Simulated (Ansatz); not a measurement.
Take HgI$_{2}$ in the 2H-MoS2 type structure (space group P6_3/mmc, No. 194; a = 4.071 Å, c = 13.559 Å; a hypothetical phase, not in the database extracts checked; layered, stacked along the Cartesian z axis) as the base.

It is then changed as follows: full substitution I → Br, then cell and atoms are relaxed.

Levels (all Ansatz, a program for electronic structure, PAW, earlier PAW set): PBEsol-D3(BJ) (420 eV, no spin-orbit coupling); r2SCAN (500 eV, no SOC); HSE06 (420 eV, without spin-orbit coupling); PBEsol+SOC (420 eV, spin-orbit coupling included).

One geometry, relaxed with PBEsol-D3(BJ), under each level:

```tsv
level	band gap	lowest conduction level above the VBM at special points	electron mass
PBEsol-D3(BJ)	0.92 eV	Γ 0.92 eV; M 1.30 eV; A 1.73 eV; L 1.79 eV	0.16 mₑ (at Γ)
r2SCAN	(withheld)	(withheld)	–
HSE06	2.00 eV	Γ 2.00 eV; M 2.39 eV; A 2.76 eV	–
PBEsol+SOC	0.92 eV	Γ 0.92 eV; M 1.30 eV; A 1.74 eV; L 1.79 eV	0.16 mₑ (at Γ)
```

Task: Give the withheld r2SCAN results.

Result: 
- r2SCAN, band gap: 1.41 eV
- r2SCAN, lowest conduction level above the VBM at special points: Γ 1.41 eV; M 1.71 eV; A 2.14 eV; L 2.17 eV

Single points use the geometry relaxed with PBEsol-D3(BJ). HSE06 gaps are upper bounds (no full band path). Differences between runs with and without spin-orbit coupling are approximate. Spin-orbit coupling, missing from the scalar runs, can matter with Hg. Masses are band curvatures over ±0.01 Å⁻¹ around the edge. No phonon test of stability was made. As relaxed here, HgBr2 is a hypothetical phase, not in the database extracts checked. The runs without spin-orbit coupling are not spin-polarised.
